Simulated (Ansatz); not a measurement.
Start from BP in the zinc blende structure (space group F-43m, No. 216).

```xyz
2
Lattice="0.0000 2.2453 2.2453 2.2453 0.0000 2.2453 2.2453 2.2453 0.0000" Properties=species:S:1:pos:R:3 pbc="T T T"
B      0.0000     0.0000     0.0000
P      1.1226     1.1226     1.1226
```

Cartesian axes are those of the cell as printed.

Computed with LDA (Ansatz, an electronic-structure program), scalar-relativistic without spin-orbit coupling.

Strains are applied to the cell and any free atomic positions relax.

One change was made to it. Results:

The valence-band top at Γ (three highest levels, from the VBM) goes from 0.00, 0.00, 0.00 eV to 0.00, -0.10, -0.10 eV; the band gap drops by 0.166 eV to 0.98 eV; the shortest interatomic distance drops by 0.006 Å (1.944 Å → 1.938 Å); the pressure (mean of the normal stresses, compression positive) rises by 18.0 kbar, from -0.1 kbar to 17.9 kbar; the smallest direct gap falls by 0.09 eV (3.43 eV → 3.34 eV).

What was done to the base?
A) uniaxial strain ε_zz = +3.00 %
B) uniaxial strain ε_zz = +1.00 %
C) uniaxial strain ε_zz = −3.00 %
D) uniaxial strain ε_zz = −1.00 %
E) uniaxial strain ε_zz = +1.50 %

D, uniaxial strain ε_zz = −1.00 %. For comparison, the valence-band top at Γ in the other runs: uniaxial strain ε_zz = +3.00 % gives 0.00, 0.00, -0.30 eV; uniaxial strain ε_zz = −3.00 % gives 0.00, -0.29, -0.29 eV; uniaxial strain ε_zz = +1.00 % gives 0.00, 0.00, -0.10 eV; uniaxial strain ε_zz = +1.50 % gives 0.00, 0.00, -0.15 eV.

Whether these cells are dynamically stable was not tested.
